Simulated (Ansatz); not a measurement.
# PBE against r2SCAN: Zr, pressure −1 GPa

Take Zr in the hcp (Mg type) structure (space group P6_3/mmc, No. 194; a = 3.2313 Å, c = 5.1732 Å) as the base.

(Cell as relaxed with PBE.)

Levels (all Ansatz, a program for electronic structure, PAW): PBE (420 eV, no spin-orbit coupling); r2SCAN (500 eV, no spin-orbit coupling).

Each level relaxes its own structure.

```json
[
 {"base": "volume per atom", "PBE": "23.39 Å³", "r2SCAN": "23.50 Å³"},
 {"base": "lattice parameter a", "PBE": "3.231 Å", "r2SCAN": "3.246 Å"},
 {"base": "band gap", "PBE": "zero", "r2SCAN": "zero"}
]
```

One thing is altered: hydrostatic tension (pressure −1 GPa).

```csv
quantity,PBE,r2SCAN
lattice parameter a,3.244 Å,3.258 Å
c/a ratio,1.600,1.586
band gap,zero,zero
```

PBE's lattice parameter a lies 0.014 Å below r2SCAN's (0.4 %); PBE's c/a ratio lies 0.014 above r2SCAN's; the two agree on the band gap. Neither level is exact; r2SCAN is the comparison here, not a measurement.

Load acts through the strain it causes; cell and atoms are relaxed under it. Stability against distortions was not tested. All final runs are without spin polarisation.
